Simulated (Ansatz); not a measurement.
# What pressure −2 GPa does to In3SbTe2

Consider In$_{3}$SbTe$_{2}$ (space group Immm, No. 71; a = 4.406 Å, b = 6.210 Å, c = 13.246 Å; a cell from a computed database, its experimental status unchecked).

The change: hydrostatic tension (pressure −2 GPa).

Computed with Ansatz (a first-principles code) PBE, without spin-orbit coupling. k-mesh 13×13×13 (Γ-centred); smearing 0.05 eV (Fermi–Dirac).

The volume per atom increases by 1.67 Å³ to 31.87 Å³ and the density falls by 0.35 g/cm³, from 6.61 g/cm³ to 6.26 g/cm³. The shortest interatomic distance goes up by 0.053 Å, from 3.050 Å to 3.103 Å and the enthalpy H = E + PV relative to the base's energy is -0.39 eV/atom. The band gap is still zero.

Cost of the whole job for the changed cell (relaxation, final SCF and bands): around 8 core-minutes (rough).

Load acts through the strain it causes; cell and atoms are relaxed under it. No phonon test of stability was made. All final runs are without spin polarisation.
